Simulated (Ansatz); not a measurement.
Start from AlN in the wurtzite structure (space group P6_3mc, No. 186; a = 3.1067 Å, c = 4.9785 Å).

Computed with r2SCAN (Ansatz, a program for electronic structure; PAW; 500 eV plane waves; scalar-relativistic without spin-orbit coupling).

Before the change:

* **Width of the top valence band**: 2.41 eV
* **Lattice parameter a**: 3.107 Å

Now apply this change: every Al is replaced by Ga, then cell and atoms are relaxed.

Tabulated Pauling electronegativity and covalent radius: Al 1.61, 1.21 Å; Ga 1.81, 1.22 Å.

Q: What happens to the width of the top valence band, lattice parameter a and electron mass?

A: The width of the top valence band goes up by 0.44 eV, from 2.41 eV to 2.85 eV; the lattice parameter a increases by 0.076 Å to 3.183 Å; the electron mass amounts to 0.17 mₑ along c, 0.19 mₑ across (at Γ).

The levels and masses belong to the bands next to the band gap. Masses are band curvatures over ±0.01 Å⁻¹ around the edge. No phonon test of stability was made.
